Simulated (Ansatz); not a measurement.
Given:

```yaml
crystal:
  lattice:
    - [-1.86967, 1.86967, 4.81264]
    - [1.86967, -1.86967, 4.81264]
    - [1.86967, 1.86967, -4.81264]
  atoms:
    - { symbol: Ti, position: [0.75000, 0.25000, 0.50000] }
    - { symbol: Ti, position: [0.00000, 0.00000, 0.00000] }
    - { symbol: O, position: [0.54420, 0.04420, 0.50000] }
    - { symbol: O, position: [0.79420, 0.79420, 0.00000] }
    - { symbol: O, position: [0.20580, 0.20580, 0.00000] }
    - { symbol: O, position: [0.95580, 0.45580, 0.50000] }
```

No spin polarisation.

Computed with Kohn–Sham DFT with the LDA functional, run in Ansatz (an electronic-structure program) with PAW and 420 eV plane waves, without spin-orbit coupling. Γ-centred 12×12×12 mesh, Fermi–Dirac width 0.05 eV.

**Question.** What gap character does the calculation give?

**Answer.** Indirect, Γ–X (87 % along) → Γ.

**Question.** Estimate the pressure (mean of the normal stresses, compression positive).

**Answer.** -30.7 kbar.

**Question.** What is the computed band gap?

**Answer.** 2.14 eV.

The cells carry an imposed strain or load. Whether these cells are dynamically stable was not tested. All final runs are without spin polarisation. The cell was made from TiO₂ in the anatase structure (space group I4_1/amd, No. 141) by this change: uniaxial strain ε_zz = +1.80 %.
